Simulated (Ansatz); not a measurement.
Tunnelling through a barrier is set by its complex band structure: the current falls as exp(−2κd) with the smallest κ.

Consider the following.

```
BiVO4
1.0
    5.12211     0.00000     0.00000
    0.00000     5.12211     0.00000
    2.56106    -2.56106     5.79606
V Bi O
2 2 8
Cartesian
  2.56106   2.56106   0.00000
  5.12211   2.56106   2.89803
  0.00000   0.00000   0.00000
  2.56106   0.00000   2.89803
  6.40274   0.72237   4.87878
  4.39974   3.84168   1.98075
  3.84148  -0.72237   4.87878
  5.84448   1.28043   1.98075
  3.84148   1.83868   3.81532
  3.28343   1.28043   0.91729
  6.40274   3.28343   3.81532
  1.83868   3.84168   0.91729
```

Space group of this cell: I4_1/a. The cell is taken as given; by r2SCAN its mean pressure is -0.9 GPa.

Transport runs along the normal of the first two printed cell vectors, the (001) plane of the conventional cell.

The gap is the functional's own. No spin-orbit coupling. Mid-gap values are interpolated on the energy grid.

Give the band gap and the smallest decay constant κ at mid-gap that Ansatz (a first-principles code) with r2SCAN yields.

Gap 2.33 eV on a 6×6×6 mesh; κ = 0.389 1/Å, at the zone centre.
